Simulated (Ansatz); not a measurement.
Si (diamond structure), cut as (111) film, 10 layers, ended by OH; geometry relaxed with PBE. The in-plane lattice is held at the bulk value. With PBE run with Ansatz (a first-principles code) the gap on the k-mesh of the run is 0.75 eV. k-points: Γ-centred 8×8×1 mesh; occupations: Fermi-Dirac, 0.020 eV; spin polarisation not allowed. Scalar-relativistic, no spin-orbit coupling.

**Question.** What gap does HSE06 in Ansatz give on the same geometry and mesh?

**Answer.** 1.35 eV, wider by 0.60 eV.
